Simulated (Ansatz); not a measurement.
**Amorphous Ga24O37K2**

Preparation: random packing, a CHGNet melt and quench, and a DFT relaxation. O atoms were pushed apart under 1.9 Å during the dynamics, to hinder bonds among them. The hot cell started wider than the set density and was brought back towards it in steps. It is the lowest in DFT energy of 2 quenches. It is a model cell: composition and starting density were chosen by hand, and all elements were melted together. No dispersion term was used.

Methods: PBE, scalar-relativistic without spin-orbit coupling (Ansatz, an electronic-structure program); r2SCAN, scalar-relativistic without spin-orbit coupling (Ansatz); HSE06, scalar-relativistic without spin-orbit coupling (Ansatz). Geometry, pressure, stress and energy are those of the PBE run. Its sampling: a 2×2×2 Γ-centred mesh; Fermi-Dirac width 0.02 eV; no spin polarisation. Other functionals are single points at the zone centre (r2SCAN at 500 eV; exact exchange cut at the cell's faces), free to take moments where seeds were set. At PBE the levels at the filled edge of the gap are localised (band-tail or defect states), and the nearest spread-out levels lie 2.1 eV apart at the zone centre.

```yaml
number_of_atoms_in_the_cell: 63
Density (volume relaxed, without dispersion): 4.63 g/cm^3
volume_per_atom: 13.35 Å³
Pressure on a 2×2×2 Γ-centred mesh: 0.06 GPa
Largest force and stress component on that mesh (the relaxation ran on the zone centre alone): 0.07 eV/Å and 0.1 GPa
Level gap on a 2×2×2 Γ-centred mesh (PBE): 1.61 eV
Level gap at the zone centre (PBE): 1.59 eV
Level gap at the zone centre (r2SCAN): 2.09 eV
Level gap at the zone centre (HSE06): 3.23 eV
```

Cut-offs for bonds: Ga-Ga 2.68 Å, Ga-O 2.38 Å, Ga-K 3.58 Å, O-O 1.58 Å, O-K 3.23 Å, K-K 4.47 Å. Two cations that share two anions don't count as bonded, nor two that share one unless they lie closer than Ga-Ga 2.61 Å, Ga-K 3.48 Å, K-K 4.34 Å.

```
Item                                                                                                   Value
---------------------------------  -------------------------------------------------------------------------
Mean coordination of Ga by anions  4.42 (14 with 4, 10 with 5); 2 close contacts or bonds to cations besides
Mean coordination of O                                                 3.27 (2 with 2, 23 with 3, 12 with 4)
Mean coordination of K by anions     7.50 (1 with 7, 1 with 8); 2 close contacts or bonds to cations besides
Mean Ga-O bond                                                         1.928 Å (spread 0.093 Å, 106 counted)
Mean O-K bond                                                           2.867 Å (spread 0.167 Å, 15 counted)
```

Its density started from a set value of 4.79 g/cm³. The simulated quench (nominally 330 K/ps over its main leg) is rapid and tends to freeze in more defects than a deposited or slowly cooled glass has. One small periodic cell is one sample of the glass; other quenches scatter about these values. Volume and shape were free in the relaxation.
